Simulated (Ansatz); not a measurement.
Input:

```yaml
crystal:
  lattice:
    - [0.00000, 2.56027, 2.56027]
    - [2.56027, 0.00000, 2.56027]
    - [2.56027, 2.56027, 0.00000]
  atoms:
    - { symbol: S, position: [0.00000, 0.00000, 0.00000] }
    - { symbol: Mg, position: [0.50000, 0.50000, 0.50000] }
```

No spin polarisation.

A single point on MgS with a change (pressure 3 GPa), its geometry relaxed with PBEsol.

Level of theory: r2SCAN (Ansatz, a quantum-chemistry and plane-wave program), scalar-relativistic without spin-orbit coupling. k-mesh 11×11×11 (Γ-centred); smearing 0.05 eV (Fermi–Dirac).

Predict the band gap, gap character, smallest direct gap and hole mass.

The band gap comes out as 3.56 eV and the gap character is indirect, Γ → X. The smallest direct gap is 5.06 eV and the hole mass (degenerate bands, along [100]) is 0.28, 0.89, 0.89 mₑ (at Γ).

Single points use the geometry relaxed with PBEsol. Load acts through the strain it causes; cell and atoms are relaxed under it. Masses are band curvatures over ±0.01 Å⁻¹ around the edge. Whether these cells are dynamically stable was not tested. The cell was made from MgS in the rock salt structure (space group Fm-3m, No. 225) by this change: pressure 3 GPa.
